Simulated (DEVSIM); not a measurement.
Structure: abrupt Si p-n junction, at 350 K.

```
layer (left to right)  material  thickness (μm)  Nd (cm⁻³)  Na (cm⁻³)   τn (s)   τp (s)
---------------------  --------  --------------  ---------  ---------  -------  -------
1                            Si            12.0          -     8.4e18  0.00051  0.00051
2                            Si            5.60     3.6e15          -  0.00051  0.00051
```

Left contact: ohmic. Right contact: ohmic. Voltage is applied to the left contact. Recombination: SRH at mid-gap, Auger. Mobility is μmin + (μ − μmin)/(1 + (N/Nref)^α).

The device is made up for the run: typed textbook-type constants, with dimensions and the other settings drawn at random. Values at 300 K; Nc and Nv go as T^1.5, mobilities as T to minus their exponent, the gap by Varshni's rule with the affinity fixed.

```
parameter               Si
----------------  --------
gap (eV)             1.124
affinity (eV)         4.05
permittivity          11.7
Nc (cm⁻³)          2.86e19
Nv (cm⁻³)           3.1e19
μn (cm²/Vs)           1417
μp (cm²/Vs)            470
μn,min                  52
μp,min                  45
Nref,n              9.7e16
Nref,p              2.2e17
αn                    0.68
αp                    0.72
T exponent of μn       2.3
T exponent of μp       2.2
Cn (cm⁶/s)         2.8e-31
Cp (cm⁶/s)         9.9e-32
Varshni α (eV/K)  0.000473
Varshni β (K)          636
```

Model (solved in DEVSIM): 1D drift-diffusion, Boltzmann statistics, complete ionisation; no tunnelling, impact ionisation, image-force lowering or self-heating.

Base results: potential step across the device at zero bias (V) 0.787; dark forward voltage at 1 A/cm² (V) 0.484; largest field in the device at zero bias (V/cm) 170000; dark forward voltage at 100 A/cm² (V) 0.667.

What follows from this one change: thickness of layer 2 5.6 → 3.4 μm?

potential step across the device at zero bias little changed (0.787 V); dark forward voltage at 1 A/cm² 0.484 → 0.467 V; largest field in the device at zero bias little changed (170000 V/cm); dark forward voltage at 100 A/cm² 0.667 → 0.642 V.

What follows from this one change: temperature 350 → 450 K?

potential step across the device at zero bias 0.787 → 0.635 V; dark forward voltage at 1 A/cm² 0.484 → 0.258 V; largest field in the device at zero bias 170000 → 190000 V/cm; dark forward voltage at 100 A/cm² 0.667 → 0.500 V.

What follows from this one change: doping Nd of layer 2 3.6e+15 → 1.1e+17 cm^-3?

potential step across the device at zero bias 0.787 → 0.890 V; dark forward voltage at 1 A/cm² 0.484 → 0.597 V; largest field in the device at zero bias 170000 → 220000 V/cm; dark forward voltage at 100 A/cm² 0.667 → 0.743 V.
